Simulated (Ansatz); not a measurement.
Consider SrO in the rock salt structure (space group Fm-3m, No. 225).

```
SrO
1.0
    0.00000     2.56121     2.56121
    2.56121     0.00000     2.56121
    2.56121     2.56121     0.00000
Sr O
1 1
Direct
  0.00000   0.00000   0.00000
  0.50000   0.50000   0.50000
```

Cartesian axes are those of the cell as printed.

The values are results of PBEsol, PAW, 420 eV (Ansatz, a program for electronic structure; no spin-orbit coupling), not measurements.

Base values:

- Electron mass: 1.2 mₑ along k, 0.39 mₑ across (at X)
- Valence-band top at Γ: 0.00, 0.00, 0.00 eV
- Valley order: X along ⟨100⟩ 3.20 eV; Γ 3.93 eV

Now apply this change: uniaxial strain ε_zz = +2.50 %, all other strain components held at zero; the atoms relax in the strained cell.

Q: What happens to the electron mass?

A: The electron mass goes from 1.2 mₑ along k, 0.39 mₑ across (at X) to 1.2 mₑ along k, 0.40 mₑ across (at X).

Q: Estimate the effect on the valence-band top at Γ.

A: The valence-band top at Γ (three highest levels, from the VBM) becomes 0.00, 0.00, -0.08 eV (base: 0.00, 0.00, 0.00 eV).

Q: Predict the new valley order.

A: The valley order (the lowest conduction-band minima on the path, energy above the VBM, named in the base's zone) becomes X along [100] 3.16 eV; X along [001] 3.24 eV; Γ 3.71 eV (base: X along ⟨100⟩ 3.20 eV; Γ 3.93 eV).

Q: Estimate the effect on the energy relative to the base.

A: The energy goes up by 5.4 meV/atom.

The levels and masses belong to the bands next to the band gap. Effective masses come from finite differences of ±0.01 Å⁻¹. Along k means along the line from Γ to the band edge. Whether these cells are dynamically stable was not tested.
